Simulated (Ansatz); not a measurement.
**YOF: pressure series**

Start from YOF (space group P4/nmm, No. 129; a = 3.811 Å, c = 5.421 Å; a cell from a computed database, its experimental status unchecked).

Cell and atoms are relaxed at each pressure.

The values are results of PBEsol (Ansatz, a program for electronic structure; PAW; 420 eV plane waves; no SOC), not measurements.

| pressure (GPa) | volume per atom (Å³/atom) |
|---|---|
| -2 | 13.325 |
| -1 | 13.221 |
| 0 | 13.122 |
| 0.3 | 13.095 |
| 0.7 | 13.055 |
| 1.5 | 12.980 |
| 3 | ? |
| 7.5 | 12.484 |
| 10 | 12.304 |

### Question
Fit the third-order Birch–Murnaghan form P(V) = (3B₀/2)[(V₀/V)^(7/3) − (V₀/V)^(5/3)]·[1 + (3/4)(B₀′ − 4)((V₀/V)^(2/3) − 1)] (squares taken in P) to the rows shown and predict the withheld row.

### Answer
Least squares on the printed values gives V₀ = 13.122 Å³/atom, B₀ = 135 GPa, B₀′ = 4.4; this predicts 12.847 Å³/atom, and the run gives 12.846 Å³/atom, in agreement.

Load acts through the strain it causes; cell and atoms are relaxed under it. Stability against distortions was not tested. No other phases were tried under pressure.
